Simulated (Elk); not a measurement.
Input and output of a self-consistent single point for HoRu3C (Pm-3m, 5 atoms in the cell) (Elk).

Method: PBEsol, all-electron FP-LAPW, Elk's shipped species files, default APW+lo basis (Elk).

```
HoRu3C
1.0
    4.03232     0.00000     0.00000
    0.00000     4.03232     0.00000
    0.00000     0.00000     4.03232
Ho Ru C
1 3 1
Cartesian
  2.01616   2.01616   2.01616
  2.01616   0.00000   0.00000
  0.00000   2.01616   0.00000
  0.00000   0.00000   2.01616
  0.00000   0.00000   0.00000
```
Moments meant for the start (each program seeds them in its own way; μB, in the order of the atoms Ho Ru Ru Ru C): 4.0 0.0 0.0 0.0 0.0.

Reference input (self-consistent single point, DFT, PBEsol, all-electron FP-LAPW, Elk's shipped species files, default APW+lo basis): xctype = 22; spinpol = true; rgkmax = 7; stype = 0; swidth = 0.00367493 Ha; ngridk = 7 7 7; reducebf = 0.5; rmtscf = 0.81; nempty = 8 per atom; bfcmt = [[0.0, 0.0, -1.0], [0.0, 0.0, 0.0], [0.0, 0.0, 0.0], [0.0, 0.0, 0.0], [0.0, 0.0, 0.0]]. This run's input differs from it in these lines:

```diff
@@ -50,3 +50,3 @@
 ngridk
-  7 7 7
+  5 5 5
```

The program printed (abridged):

```
│ Self-consistent loop started │
│ Loop number : 1 │
 total energy                :     -26020.5326715
 total moment                :    6.043265761
│ Loop number : 2 │
 total energy                :     -26059.5702867
 total moment                :    6.843931538
RMS change in Kohn-Sham potential (target) :    2.444236296     (  0.1000000000E-05)
Absolute change in total energy (target)   :    39.03761521     (  0.1000000000E-03)
│ Loop number : 3 │
 total energy                :     -26026.4583305
 total moment                :    6.088021967
RMS change in Kohn-Sham potential (target) :    2.671543342     (  0.1000000000E-05)
   [... lines left out ...]
│ Loop number : 198 │
 total energy                :     -26251.2693999
 total moment                :    4.668355285
RMS change in Kohn-Sham potential (target) :   0.1400721604E-03 (  0.1000000000E-05)
Absolute change in total energy (target)   :   0.1247923716E-01 (  0.1000000000E-03)
│ Loop number : 199 │
 total energy                :     -26251.3154023
 total moment                :    4.667745844
RMS change in Kohn-Sham potential (target) :   0.2545872446E-03 (  0.1000000000E-05)
Absolute change in total energy (target)   :   0.4288250695E-01 (  0.1000000000E-03)
│ Loop number : 200 │
Reached self-consistent loops maximum

Energies :
 Fermi                       :     0.516026641551
 xc effective B-field        :    -0.230697941261
 external B-field            :      0.00000000000
 total energy                :     -26251.2666403
 (external B-field energy excluded from total)

Density of states at Fermi energy :    359.5127869
 (states/Hartree/unit cell)

   [... lines left out ...]
Estimated indirect band gap :   0.1437200309E-03
Estimated direct band gap   :   0.1805935422E-02
   [... lines left out ...]
   atom    3                 :    41.39877345     (  0.2825457781E-05)
  species :    3 (C)
   atom    1                 :    4.331181889     (  0.7376759328E-04)
 total in muffin-tins        :    192.7776786
 total calculated charge     :    205.0124697
 total charge                :    205.0000000
 error                       :   0.1246965575E-01

Moments :
 interstitial                :   0.1705166900
 muffin-tins
  species :    1 (Ho)
   atom    1                 :    3.870573533
  species :    2 (Ru)
   atom    1                 :   0.2113546517
   atom    2                 :   0.2113546517
   atom    3                 :   0.2113546517
  species :    3 (C)
   atom    1                 :  -0.6795556614E-02
 total in muffin-tins        :    4.497841932
 total moment                :    4.668358621

│ Self-consistent loop stopped │
```

The run ended unconverged after 200 iterations. 

The starting cell comes from a database of computed structures (which also holds hypothetical and non-ambient phases and stackings), without a prior relaxation at this level. Its lattice was rescaled by a random factor within 2.5 % of one. Spin-orbit coupling is off. Values depend on the basis (sphere radii, cutoffs, local orbitals), which need not be converged.

Cost on one core of a shared machine: roughly 9 min.
